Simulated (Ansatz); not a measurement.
Consider Ir in the fcc (Cu type) structure (space group Fm-3m, No. 225; a = 3.845 Å).

Structures relaxed with Ansatz (an electronic-structure program), r2SCAN, PAW, cutoff 500 eV, scalar-relativistic without spin-orbit coupling, earlier PAW set.

Base:

Simulated powder pattern, Cu Kα1, λ = 1.54056 Å (kinematic, ideal powder, no thermal factors, no anomalous dispersion; the 10 strongest lines at most, above 2 %, up to 2θ = 90°):

```tsv
2θ (°)	I/Imax (%)	hkl
40.61	100	(111)
47.24	49	(200)
69.03	33	(220)
83.28	40	(311)
87.89	12	(222)
```

After one change:

Simulated powder pattern, Cu Kα1, λ = 1.54056 Å (kinematic, ideal powder, no thermal factors, no anomalous dispersion; the 10 strongest lines at most, above 2 %, up to 2θ = 90°):

```tsv
2θ (°)	I/Imax (%)
41.35	100
48.12	49
70.42	32
85.08	41
89.84	12
```

Q: Name the change that was made.
(A) pressure −2 GPa
(B) pressure 0.9 GPa
(C) pressure 9 GPa
(D) pressure 22.5 GPa

A: D, pressure 22.5 GPa. Its volume per atom is 13.49 Å³ against 14.21 Å³, and its space group is Fm-3m (No. 225).

Load acts through the strain it causes; cell and atoms are relaxed under it. Stability against distortions was not tested. No other phases were tried under pressure. The final runs are not spin-polarised.
